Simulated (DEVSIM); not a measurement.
## abrupt GaSb n-p junction

System: abrupt GaSb n-p junction, at 300 K.

| layer (left to right) | material | thickness (μm) | Nd (cm⁻³) | Na (cm⁻³) | τn (s) | τp (s) |
|---|---|---|---|---|---|---|
| 1 | GaSb | 0.340 | 9e16 | - | 2.6e-9 | 2.6e-9 |
| 2 | GaSb | 190 | - | 3.3e16 | 2.6e-9 | 2.6e-9 |

Left contact: ohmic. Right contact: ohmic. Voltage is applied to the left contact. Recombination: SRH at mid-gap, radiative, Auger. Mobility is μmin + (μ − μmin)/(1 + (N/Nref)^α).

The device is made up for the run: typed textbook-type constants, with dimensions and the other settings drawn at random. Values at 300 K.

```tsv
parameter	GaSb
gap (eV)	0.726
affinity (eV)	4.06
permittivity	15.7
Nc (cm⁻³)	2.1e17
Nv (cm⁻³)	1.8e19
μn (cm²/Vs)	5000
μp (cm²/Vs)	850
μn,min	1000
μp,min	190
Nref,n	2.8e17
Nref,p	9e17
αn	1.05
αp	0.65
B (cm³/s)	1e-10
Cn (cm⁶/s)	5e-30
Cp (cm⁶/s)	5e-30
```

Model (solved in DEVSIM): 1D drift-diffusion, Boltzmann statistics, complete ionisation; no tunnelling, impact ionisation, image-force lowering or self-heating.

- Potential step across the device at zero bias: 0.541 V
- Largest field in the device at zero bias: 52000 V/cm
- Dark forward voltage at 1 A/cm²: 0.319 V
- Dark forward voltage at 100 A/cm²: 0.884 V

Dark forward current:

```
V (V)  J (A/cm²)
-----  ---------
-0.05   -0.00021
-0.10   -0.00091
-0.15    -0.0038
-0.20     -0.018
-0.25     -0.099
-0.30      -0.56
-0.35       -2.6
-0.40       -7.5
-0.45        -15
-0.50        -23
-0.55        -32
-0.60        -42
-0.65        -52
-0.70        -62
-0.75        -72
-0.80        -82
-0.85        -93
-0.90       -100
-0.95       -110
-1.00       -120
-1.05       -140
-1.10       -150
-1.15       -160
-1.20       -170
```

Small-signal capacitance in reverse bias (quasi-static):

```
V (V)  C (nF/cm²)
-----  ----------
0.04         71.3
0.1          67.6
0.2          62.5
0.3          58.4
0.4          55.0
0.6          49.7
0.8          45.7
1            42.5
1.3          38.8
```
